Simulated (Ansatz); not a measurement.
Bond-angle distributions (per cent of the angles at each element, bins of 10°) of a relaxed model of amorphous Si24O49K2 at 2.25 g/cm³. The numbers are results of PBE, scalar-relativistic without spin-orbit coupling (plane waves to 420 eV, PAW; Ansatz, an electronic-structure program), not measurements.

The cell was made by melting and quenching with the CHGNet potential and then relaxed with DFT. O atoms were pushed apart under 1.9 Å during the dynamics, to hinder bonds among them. The hot cell started wider than the set density and was brought back towards it in steps. It is the lowest in DFT energy of 2 quenches. It is a model cell: composition and starting density were chosen by hand, and all elements were melted together. No dispersion term was used. Its density started from a set value of 2.21 and ended at 2.25 g/cm³. The simulated quench (nominally 320 K/ps over its main leg) is rapid and tends to freeze in more defects than a deposited or slowly cooled glass has. One small periodic cell is one sample of the glass; other quenches scatter about these values. Volume and shape were free in the relaxation.

Bonds are counted up to Si-Si 2.60 Å, Si-O 1.90 Å, Si-K 3.45 Å, O-O 1.58 Å, O-K 3.23 Å, K-K 4.47 Å. Two cations that share two anions don't count as bonded, nor two that share one unless they lie closer than Si-Si 2.38 Å, Si-K 3.36 Å, K-K 4.34 Å.

```tsv
angle (°)	at Si	at O
50-60	0	0
60-70	0	0
70-80	0	0
80-90	0	3
90-100	2	5
100-110	55	3
110-120	43	5
120-130	0	27
130-140	0	18
140-150	0	21
150-160	0	11
160-170	0	5
170-180	0	2
```

They go with these counts of neighbours within the cut-offs, cation contacts included: Si mean 4.0, most often 4; O mean 2.1, most often 2.
